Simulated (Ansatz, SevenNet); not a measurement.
HgS (P3₂21, No. 154, 6 atoms in the cell; start COD 9012082): properties by level of theory

| level (code) | lattice constant a (Å) | c axis length (Å) |
|---|---|---|
| SevenNet-l3i5 | 4.415 | 9.768 |
| PBE (Ansatz) | 4.460 | 9.749 |
| PBEsol (Ansatz) | … | … |

Q: What belongs in the gaps?

A: 
- PBEsol (Ansatz, a first-principles code), lattice constant a (Å): 4.140
- PBEsol (Ansatz), c axis length (Å): 9.409

Caveats: the relaxation could not lower the start's symmetry, so the cell can be a saddle point above a distorted one (SevenNet-l3i5, PBE). Ansatz's density-functional and Hartree–Fock values are scalar-relativistic unless marked +SOC, with PAW data made under PBE.

The computed numbers hold no vibrational or temperature effects.
